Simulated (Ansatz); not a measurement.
A computed series for hypothetical P6_3/mmc PbS: pressure series

The parent structure is PbS (space group P6_3/mmc, No. 194; a = 4.951 Å, c = 5.916 Å; a hypothetical phase, not in the database extracts checked).

Cell and atoms are relaxed at each pressure.

The values are results of plane-wave PAW DFT at the PBEsol level (Ansatz, an electronic-structure program, 420 eV), no spin-orbit coupling, not measurements.

```csv
variant,lattice parameter a,band gap
base,4.951 Å,1.29 eV
pressure −2 GPa,(withheld),(withheld)
pressure −1 GPa,4.991 Å,1.33 eV
pressure 3 GPa,4.852 Å,1.18 eV
pressure 7 GPa,4.750 Å,1.04 eV
pressure 15 GPa,4.601 Å,0.66 eV
pressure 30 GPa,4.414 Å,zero
pressure 50 GPa,4.246 Å,zero
pressure 75 GPa,4.100 Å,zero
```

**Question.** Fill in the withheld entries from the trend.

**Answer.** 
- pressure −2 GPa, lattice parameter a: 5.036 Å
- pressure −2 GPa, band gap: 1.36 eV

The mesh was chosen for an insulator and is coarse for the gapless case. With Pb present, leaving out spin-orbit coupling can change the band edges. Load acts through the strain it causes; cell and atoms are relaxed under it. Whether these cells are dynamically stable was not tested. No other phases were tried under pressure. The base started in P6_3mc and relaxed to P6_3/mmc at this level. All final runs are without spin polarisation. The zero or small gap of PbS under pressure 30 GPa, PbS under pressure 50 GPa and PbS under pressure 75 GPa can change with the level of theory.
